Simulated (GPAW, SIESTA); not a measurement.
A GPAW input for a self-consistent single point of CrPbO₃ (Pm-3m, 5 atoms in the cell) (DFT PBEsol, plane waves, GPAW PAW datasets PBEsol (made by gpaw-setup)):

```python
from ase import Atoms
from ase.units import GPa
from gpaw import GPAW

atoms = Atoms(['Cr', 'Pb', 'O', 'O', 'O'],
              cell=[[3.961714, 0.000000, 0.000000],
                    [0.000000, 3.961714, 0.000000],
                    [0.000000, 0.000000, 3.961714]],
              scaled_positions=[[0.000000, 0.000000, 0.000000],
                                [0.500000, 0.500000, 0.500000],
                                [0.000000, 0.000000, 0.500000],
                                [0.500000, 0.000000, 0.000000],
                                [0.000000, 0.500000, 0.000000]],
              pbc=True)

atoms.set_initial_magnetic_moments([3.0, 0.0, 0.0, 0.0, 0.0])

calc = GPAW(spinpol=True,
            mode={'name': 'pw', 'ecut': 900},
            xc='PBEsol',
            kpts={'size': (8, 8, 8), 'gamma': True},
            occupations={'name': 'methfessel-paxton', 'width': 0.05, 'order': 0},
            nbands=-11,
            convergence={'density': 1e-05, 'energy': 1e-05},
            symmetry={'symmorphic': False, 'tolerance': 0.0005},
            maxiter=100,
            txt='-')

atoms.calc = calc

energy = atoms.get_potential_energy()
print('Energy (eV):', round(energy, 6))
forces = atoms.get_forces()
print('Forces (eV/Ang):')
print(forces.round(5))
stress = atoms.get_stress()
print('Stress (GPa, Voigt):', (stress / GPa).round(4))
```

Question: Write the same calculation as an input for SIESTA.

Answer: One input that does it (others would too):

```
# files in the folder: Cr.psml Pb.psml O.psml (PseudoDojo PBEsol standard)
SystemName  CrPbO3
SystemLabel CrPbO3

NumberOfAtoms                5
NumberOfSpecies              3
%block ChemicalSpeciesLabel
  1 24 Cr
  2 82 Pb
  3 8 O
%endblock ChemicalSpeciesLabel
LatticeConstant              3.961714 Ang
%block LatticeVectors
     1.000000000    0.000000000    0.000000000
     0.000000000    1.000000000    0.000000000
     0.000000000    0.000000000    1.000000000
%endblock LatticeVectors
AtomicCoordinatesFormat      Fractional
%block AtomicCoordinatesAndAtomicSpecies
     0.000000000    0.000000000    0.000000000  1
     0.500000000    0.500000000    0.500000000  2
     0.000000000    0.000000000    0.500000000  3
     0.500000000    0.000000000    0.000000000  3
     0.000000000    0.500000000    0.000000000  3
%endblock AtomicCoordinatesAndAtomicSpecies

XC.functional                GGA
XC.authors                   PBEsol
PAO.BasisSize                DZP
PAO.EnergyShift              0.01 Ry
MeshCutoff                   400 Ry
%block kgrid.MonkhorstPack
    8   0   0  0.0
    0   8   0  0.0
    0   0   8  0.0
%endblock kgrid.MonkhorstPack
OccupationFunction           MP
OccupationMPOrder            0
ElectronicTemperature        50.0 meV
Spin                         polarized
%block DM.InitSpin
  1 +3.00
  2 +0.00
  3 +0.00
  4 +0.00
  5 +0.00
%endblock DM.InitSpin

MaxSCFIterations             150
SCF.Mixer.Method             Pulay
SCF.Mixer.Weight             0.1
SCF.Mixer.History            8
SCF.DM.Tolerance             1.0E-05
Diag.ParallelOverK           true
WriteForces                  true
Charge.Mulliken              end
```

Basis, cutoffs, solver keys and any potentials are the target program's own. This input uses DFT, GGA PBEsol, numerical atomic orbitals DZP, PseudoDojo PBEsol standard norm-conserving potentials (rewritten from UPF to PSML). Both were run: size of the net moment 0.40 μB/atom in GPAW and 0.40 in SIESTA.

On GPAW: the starting cell comes from a database of computed structures (which also holds hypothetical and non-ambient phases and stackings), without a prior relaxation at this level. Its lattice was rescaled by a random factor within 2.5 % of one. With one magnetic atom in the cell only a parallel order is possible.

On SIESTA: the starting cell comes from a database of computed structures (which also holds hypothetical and non-ambient phases and stackings), without a prior relaxation at this level. Its lattice was rescaled by a random factor within 2.5 % of one. With one magnetic atom in the cell only a parallel order is possible. Values carry the incompleteness of an atom-centred basis. With a pressure of about -18 GPa the cell is away from its equilibrium volume at this level.
